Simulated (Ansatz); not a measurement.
Here is the system:

```yaml
crystal:
  lattice:
    - [3.44344, 0.00000, 0.00000]
    - [-1.72172, 2.96963, 0.00000]
    - [0.00000, 0.00000, 7.40310]
  atoms:
    - { symbol: B, position: [0.00000, 0.50000, 0.33325] }
    - { symbol: B, position: [0.50000, 0.50000, 0.66675] }
    - { symbol: B, position: [0.50000, 0.00000, 0.00000] }
    - { symbol: As, position: [0.00000, 0.50000, 0.83334] }
    - { symbol: As, position: [0.50000, 0.50000, 0.16666] }
    - { symbol: As, position: [0.50000, 0.00000, 0.50000] }
```

No spin polarisation.

A single point on hypothetical P6_422 BAs with a change (uniaxial strain ε_xx = +0.42 %), its geometry relaxed with PBEsol.

The values are results of DFT with r2SCAN, PAW potentials and a 500 eV plane-wave cutoff in Ansatz (a first-principles code), spin-orbit coupling left out, not measurements. Γ-centred 11×11×5 mesh, Fermi–Dirac width 0.05 eV.

Question: Predict the pressure.

Answer: 20.5 kbar.

Question: What is the computed smallest direct gap?

Answer: 2.44 eV.

Question: What is the computed band gap?

Answer: 0.61 eV.

Single points use the geometry relaxed with PBEsol. Stability against distortions was not tested. The cell was made from BAs (space group P6_422, No. 181; a hypothetical phase, not in the database extracts checked) by this change: uniaxial strain ε_xx = +0.42 %.
